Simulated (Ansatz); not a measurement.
**Hypothetical CsCl type NbAs, pressure series**

Start from NbAs in the CsCl type structure (space group Pm-3m, No. 221; a hypothetical phase, not in the database extracts checked).

```xyz
2
Lattice="3.2178 0.0000 0.0000 0.0000 3.2178 0.0000 0.0000 0.0000 3.2178" Properties=species:S:1:pos:R:3 pbc="T T T"
Nb     0.0000     0.0000     0.0000
As     1.6089     1.6089     1.6089
```

Cell and atoms are relaxed at each pressure.

Computed with PBE (Ansatz, a program for electronic structure), no spin-orbit coupling.

```tsv
P (GPa)	V (Å³/atom)
-2.02	16.868
-1.02	16.763
0.30	16.630
0.70	16.590
1.49	16.514
3.00	16.373
5.00	16.195
7.50	15.987
10.00	15.793
```

Fit a third-order Birch–Murnaghan equation of state.

Least squares on P(V) = (3B₀/2)[(V₀/V)^(7/3) − (V₀/V)^(5/3)]·[1 + (3/4)(B₀′ − 4)((V₀/V)^(2/3) − 1)] gives V₀ = 16.66 Å³/atom, B₀ = 166 GPa and B₀′ = 4.4.

Load acts through the strain it causes; cell and atoms are relaxed under it. Whether these cells are dynamically stable was not tested. Competing high-pressure phases were not computed. All final runs are without spin polarisation.
